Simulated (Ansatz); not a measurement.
Consider PbS in the rock salt structure (space group Fm-3m, No. 225; a = 5.903 Å).

It is then changed as follows: hydrostatic tension (pressure −2 GPa).

Levels (all Ansatz, a quantum-chemistry and plane-wave program, PAW): PBEsol (420 eV, no spin-orbit coupling); PBEsol+SOC (420 eV, with spin-orbit coupling).

The geometry is relaxed with PBEsol.

| Property | Result |
|---|---|
| PBEsol lowest conduction level above the VBM at special points | L 0.33 eV; W 2.15 eV; U 3.28 eV; K 3.28 eV |
| PBEsol gap character | direct at L |
| PBEsol width of the top valence band | 3.30 eV |

Task: What does PBEsol+SOC give at this geometry for the lowest conduction level above the VBM at special points, gap character and width of the top valence band?

Result: The lowest conduction level above the VBM at special points changes from L 0.33 eV; W 2.15 eV; U 3.28 eV; K 3.28 eV to L 0.10 eV; W 1.99 eV; U 3.00 eV; K 3.00 eV; the gap character is still direct at L; the width of the top valence band decreases by 0.219 eV to 3.09 eV.

Single points use the geometry relaxed with PBEsol. Differences between runs with and without spin-orbit coupling are approximate. With Pb present, leaving out spin-orbit coupling can change the band edges. Load acts through the strain it causes; cell and atoms are relaxed under it. Whether these cells are dynamically stable was not tested. The base started in P3_121 and relaxed to Fm-3m at this level. A zero or small gap of PbS can be the functional's error rather than a property of the material.
